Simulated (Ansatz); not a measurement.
A periodic model of amorphous Ta24N24Cu:

```xyz
49
Lattice="8.4223 0.0000 0.0000 0.0000 8.4223 0.0000 0.0000 0.0000 8.4223" Properties=species:S:1:pos:R:3 pbc="T T T"
Ta     6.7800     4.9281     4.3555
Ta     5.5650     2.0514     1.5244
Ta     4.0270     6.1700     4.5163
Ta     1.5121     6.5818     2.9590
Ta     3.5163     4.3907     6.8692
Ta     0.3770     1.0542     1.2916
Ta     7.5770     6.2392     7.7581
Ta     7.3530     0.7944     6.9250
Ta     4.7140     7.2918     7.4106
Ta     1.6544     8.1106     7.3516
Ta     4.0430     1.6036     7.3740
Ta     0.2652     4.1766     1.7481
Ta     1.1153     5.7973     5.6672
Ta     7.1055     2.1847     4.1017
Ta     3.1887     0.3228     1.5826
Ta     2.6331     5.9475     0.5820
Ta     6.9925     7.7813     4.4789
Ta     6.3688     3.5723     6.8989
Ta     5.4638     5.0123     1.0802
Ta     6.3779     7.6247     1.6256
Ta     1.2058     0.7087     4.1349
Ta     1.1715     2.7008     7.2566
Ta     1.8035     3.3867     4.4199
Ta     4.0877     1.1377     4.3928
N      2.1469     1.4287     0.1574
N      2.9688     7.9442     3.6294
N      5.6780     0.5905     8.3766
N      7.7410     2.5154     8.3475
N      3.1763     2.6462     5.7262
N      1.5599     4.2734     0.1179
N      7.8871     4.7895     6.2846
N      0.6036     2.3823     2.9056
N      0.3922     7.9008     5.6519
N      8.3679     7.9572     2.8139
N      6.4963     3.6713     2.5919
N      0.4063     5.0159     3.7312
N      0.2767     2.2229     5.4437
N      5.8850     0.6869     3.2067
N      5.7371     1.8411     5.8492
N      4.7636     3.3484     8.3364
N      3.7649     2.1699     2.5821
N      5.0945     4.7813     5.5744
N      8.1652     8.0215     0.0584
N      5.6875     6.4265     3.3421
N      4.3934     6.9530     1.0643
N      2.9116     6.4715     6.6298
N      6.4504     7.3020     6.4044
N      7.4143     5.7987     1.3179
Cu     3.3010     4.1325     2.4685
```

These are PBE, scalar-relativistic without spin-orbit coupling (plane waves to 420 eV, PAW; Ansatz, a first-principles code) values and carry that method's errors.

Preparation: random packing, a CHGNet melt and quench, and a DFT relaxation. N atoms were pushed apart under 1.9 Å during the dynamics, to hinder bonds among them. The hot cell started wider than the set density and was brought back towards it in steps. It is the lowest in DFT energy of 2 quenches. It is a model cell: composition and starting density were chosen by hand, and all elements were melted together. No dispersion term was used. Its density started from a set value of 14.64 and ended at 13.18 g/cm³. The simulated quench (nominally 390 K/ps over its main leg) is rapid and tends to freeze in more defects than a deposited or slowly cooled glass has. One small periodic cell is one sample of the glass; other quenches scatter about these values. The volume was free in the relaxation, at fixed shape. Stress components on the final sampling reach 7.9 GPa. On a 2×2×2 Γ-centred mesh force components of up to 0.43 eV/Å stay, since the relaxation ran on one k-point at (1/4, 1/4, 1/4).

Neighbours within Ta-Ta 3.12 Å, Ta-N 2.76 Å, Ta-Cu 3.01 Å, N-N 1.70 Å, N-Cu 2.44 Å, Cu-Cu 2.90 Å count as bonded. Two cations that share two anions don't count as bonded, nor two that share one unless they lie closer than Ta-Ta 3.04 Å, Ta-Cu 2.93 Å, Cu-Cu 2.82 Å.

Task: Give the coordination numbers, mean bond lengths and angles.

Result: 
The mean coordination of Ta by anions is 4.79 (2 with 3, 7 with 4, 11 with 5, 2 with 6, 2 with 7); 40 close contacts or bonds to cations besides. The mean coordination of N is 4.83 (6 with 4, 16 with 5, 2 with 6). The mean coordination of Cu by anions is 1.00 (1 with 1); 4 close contacts or bonds to cations besides and the mean Ta-N bond is 2.189 Å (spread 0.131 Å, 115 counted). The mean Ta-Ta close contact is 2.904 Å (spread 0.091 Å, 18 counted) and the mean Ta-Cu close contact is 2.742 Å (spread 0.148 Å, 4 counted). The bond angle at Ta comes out as mean 101.2°, spread 30.7° and the bond angle at N comes out as mean 106.9°, spread 28.5°. The bond angle at Cu is mean 105.6°, spread 28.8°.

Task: What Bader charges do the atoms carry, from a run on one k-point at (1/4, 1/4, 1/4)?

Result: Means (range): Ta +1.62 e (+0.98 to +2.03), N -1.62 e (-1.73 to -1.43), Cu -0.23 e (-0.23 to -0.23).
| atom | charge (e) |
|---|---|
| Ta1 | +1.84 |
| Ta2 | +1.91 |
| Ta3 | +1.52 |
| Ta4 | +1.21 |
| Ta5 | +1.54 |
| Ta6 | +1.84 |
| Ta7 | +1.71 |
| Ta8 | +1.90 |
| Ta9 | +1.55 |
| Ta10 | +1.22 |
| Ta11 | +1.44 |
| Ta12 | +2.03 |
| Ta13 | +1.36 |
| Ta14 | +1.67 |
| Ta15 | +1.44 |
| Ta16 | +0.98 |
| Ta17 | +1.72 |
| Ta18 | +1.83 |
| Ta19 | +1.52 |
| Ta20 | +1.99 |
| Ta21 | +1.63 |
| Ta22 | +1.85 |
| Ta23 | +1.50 |
| Ta24 | +1.81 |
| N25 | -1.69 |
| N26 | -1.70 |
| N27 | -1.61 |
| N28 | -1.65 |
| N29 | -1.63 |
| N30 | -1.55 |
| N31 | -1.61 |
| N32 | -1.66 |
| N33 | -1.62 |
| N34 | -1.59 |
| N35 | -1.62 |
| N36 | -1.64 |
| N37 | -1.59 |
| N38 | -1.65 |
| N39 | -1.62 |
| N40 | -1.66 |
| N41 | -1.43 |
| N42 | -1.58 |
| N43 | -1.61 |
| N44 | -1.55 |
| N45 | -1.65 |
| N46 | -1.73 |
| N47 | -1.57 |
| N48 | -1.55 |
| Cu49 | -0.23 |
